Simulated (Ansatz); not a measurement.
Here is the system:

```
CaCl2
1.0
    5.98904     0.00000     0.00000
    0.00000     6.01396     0.00000
    0.00000     0.00000     3.96076
Ca Cl
2 4
Direct
  0.50000   0.50000   0.50000
  0.00000   0.00000   0.00000
  0.74127   0.13348   0.50000
  0.25873   0.86652   0.50000
  0.24127   0.36652   0.00000
  0.75873   0.63348   0.00000
```

No spin polarisation.

All numbers come from PBEsol/PAW in Ansatz (a quantum-chemistry and plane-wave program), no SOC. k-mesh 6×5×8 (Γ-centred); smearing 0.05 eV (Fermi–Dirac).

Task: Predict the band gap, gap character and valence-band top at Γ.

Result: 
* **Band gap**: 5.14 eV
* **Gap character**: direct at Γ
* **Valence-band top at Γ (three highest levels, from the VBM)**: 0.00, -0.10, -0.49 eV

Load acts through the strain it causes; cell and atoms are relaxed under it. Whether these cells are dynamically stable was not tested. No other phases were tried under pressure. The cell was made from CaCl$_{2}$ (space group Pnnm, No. 58) by this change: pressure 5 GPa.
